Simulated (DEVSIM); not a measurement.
System: Si/Ge p-n heterojunction, at 300 K.

| layer (left to right) | material | thickness (μm) | Nd (cm⁻³) | Na (cm⁻³) | τn (s) | τp (s) |
|---|---|---|---|---|---|---|
| 1 | Si | 0.900 | - | 1.2e17 | 3.1e-7 | 3.1e-7 |
| 2 | Ge | 3.90 | 1.9e18 | - | 3.1e-7 | 3.1e-7 |

Left contact: ohmic. Right contact: ohmic. Voltage is applied to the left contact. Recombination: SRH at mid-gap, radiative, Auger. Mobility is μmin + (μ − μmin)/(1 + (N/Nref)^α).

Constants are typed, rounded textbook-type inputs, not results; the design itself was drawn at random and stands for no fabricated device. Values at 300 K.

```tsv
parameter	Si	Ge
gap (eV)	1.124	0.664
affinity (eV)	4.05	4
permittivity	11.7	16
Nc (cm⁻³)	2.86e19	1.04e19
Nv (cm⁻³)	3.1e19	6e18
μn (cm²/Vs)	1417	3900
μp (cm²/Vs)	470	1900
μn,min	52	150
μp,min	45	100
Nref,n	9.7e16	2.6e17
Nref,p	2.2e17	4e17
αn	0.68	0.56
αp	0.72	0.6
B (cm³/s)	4.7e-15	6.4e-14
Cn (cm⁶/s)	2.8e-31	1e-31
Cp (cm⁶/s)	9.9e-32	1e-31
```

DEVSIM, 1D drift-diffusion, Boltzmann statistics, complete ionisation; no tunnelling, impact ionisation, image-force lowering or self-heating. Band offsets follow the typed affinities; no thermionic-emission limit at abrupt steps, no polarisation charge.

Q: Tabulate band edges, carrier densities and field at 0.65 V on the left contact.

A: Energies count from the Fermi level of the right contact; mesh points crowd at the junctions.

```tsv
x (μm)	Ec (eV)	Ev (eV)	n (cm⁻³)	p (cm⁻³)	field (V/cm)
0.000	0.330	-0.794	970	1.2e17	≈ 0
0.007432	0.330	-0.794	7.0e11	1.2e17	≈ 0
0.02501	0.330	-0.794	2.3e12	1.2e17	≈ 0
0.07075	0.330	-0.794	6.6e12	1.2e17	≈ 0
0.2490	0.331	-0.793	2.3e13	1.2e17	≈ 0
0.5756	0.331	-0.793	5.4e13	1.2e17	≈ 0
0.7748	0.331	-0.793	7.2e13	1.2e17	-20
0.8661	0.285	-0.839	4.7e14	2.0e16	-30000
0.8895	0.165	-0.959	4.8e16	1.9e14	-75000
0.8986	0.080	-1.044	1.3e18	3.4e12	-140000
0.9044	0.067	-0.597	7.8e17	7.7e15	-58000
0.9265	0.044	-0.620	1.9e18	3.2e15	-130
0.9751	0.044	-0.620	1.9e18	3.1e15	≈ 0
1.099	0.044	-0.620	1.9e18	3.0e15	≈ 0
1.587	0.044	-0.620	1.9e18	2.6e15	≈ 0
2.659	0.044	-0.620	1.9e18	1.7e15	≈ 0
3.903	0.044	-0.620	1.9e18	7.3e14	≈ 0
4.451	0.044	-0.620	1.9e18	2.8e14	≈ 0
4.701	0.044	-0.620	1.9e18	8.1e13	≈ 0
4.764	0.044	-0.620	1.9e18	2.9e13	≈ 0
4.789	0.044	-0.620	1.9e18	9.1e12	≈ 0
4.800	0.044	-0.620	1.9e18	2.3e8	≈ 0
```
